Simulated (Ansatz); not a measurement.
Take Zr in the hcp (Mg type) structure (space group P6_3/mmc, No. 194; a = 3.144 Å, c = 5.093 Å; relaxed with 0.1 eV smearing) as the base. Axes: x lies along a and z along c of the hexagonal cell.

All numbers come from LDA, PAW, 420 eV (Ansatz, a first-principles code; scalar-relativistic without spin-orbit coupling).

Strains are applied to the cell and any free atomic positions relax.

One change was made to it. Results:

```tsv
quantity	base	after
energy relative to the base (free energy F)	0 meV/atom	+4.6 meV/atom
shortest interatomic distance	3.127 Å	3.144 Å
```

Q: Name the change that was made.
A) uniaxial strain ε_zz = +0.50 %
B) uniaxial strain ε_zz = +3.00 %
C) uniaxial strain ε_zz = +2.00 %
D) uniaxial strain ε_zz = −1.50 %
E) uniaxial strain ε_zz = −3.00 %

A: C, uniaxial strain ε_zz = +2.00 %. For comparison, the energy relative to the base in the other runs: uniaxial strain ε_zz = −1.50 % gives +2.8 meV/atom; uniaxial strain ε_zz = +0.50 % gives +0.3 meV/atom; uniaxial strain ε_zz = −3.00 % gives +11 meV/atom; uniaxial strain ε_zz = +3.00 % gives +10 meV/atom.

Stability against distortions was not tested. The final runs are not spin-polarised.
